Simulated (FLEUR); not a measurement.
Band structure of CoGe (P2_13, 8 atoms in the cell).

```
CELL_PARAMETERS angstrom
      4.57947     0.00000     0.00000
      0.00000     4.57947     0.00000
      0.00000     0.00000     4.57947
ATOMIC_POSITIONS crystal
  Co 0.13683 0.13683 0.13683
  Co 0.36317 0.86317 0.63683
  Co 0.63683 0.36317 0.86317
  Co 0.86317 0.63683 0.36317
  Ge 0.83981 0.83981 0.83981
  Ge 0.66019 0.16019 0.33981
  Ge 0.33981 0.66019 0.16019
  Ge 0.16019 0.33981 0.66019
```

Computed with PBEsol, all-electron FLAPW (FLEUR), scalar-relativistic valence.

Settings: Kmax = 3.9 1/bohr; GmaxXC = 11.7 1/bohr; xcFunctional = PBEs; jspins = 1; l_soc = F; mode = hist; fermiSmearingEnergy = 0.00367493 Htr; mesh (inpgen div1-3) = 5 5 5; inpgen gamma flag = false; Gmax = 11.7 1/bohr; numbands = 0; maxIterBroyd = 40; imix = Anderson; alpha = 0.05.

The starting cell comes from a database of computed structures (which also holds hypothetical and non-ambient phases and stackings), without a prior relaxation at this level. Spin polarisation is off. Values depend on the basis (sphere radii, cutoffs, local orbitals), which need not be converged.

Levels in eV from the Fermi level, bands 55 to 62:
| point | 55 | 56 | 57 | 58 | 59 | 60 | 61 | 62 |
|---|---|---|---|---|---|---|---|---|
| Γ | -0.68 | -0.68 | -0.06 | -0.06 | -0.06 | 1.90 | 1.90 | 1.90 |
| X | -0.58 | -0.58 | -0.41 | -0.41 | 0.97 | 0.97 | 1.03 | 1.03 |
| M | -0.88 | -0.88 | 0.00 | 0.00 | 0.37 | 0.37 | 1.53 | 1.53 |
| R | -1.01 | -1.01 | -0.23 | -0.23 | -0.23 | -0.23 | 4.63 | 4.63 |
